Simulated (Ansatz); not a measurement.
BaSi₂ (model structure, started from the fluorite type, Fm-3m, No. 225, 3 atoms in the cell): lattice parameter a by level of theory

No measured value is used here.

```
level (code)         value (Å)
-------------------  ---------
PBE (Ansatz)             7.272
PBEsol (Ansatz)            ___
PBE-D3(BJ) (Ansatz)      7.159
```

Task: Fill in the missing entries.

Result: 
- PBEsol (Ansatz, a first-principles code), value (Å): 7.124

Ansatz's density-functional and Hartree–Fock values are scalar-relativistic unless marked +SOC, with PAW data made under PBE.

A model structure was made by putting elements into a prototype or built by hand; it is no filed structure, need not be a known phase, and can be a saddle point held by its symmetry.
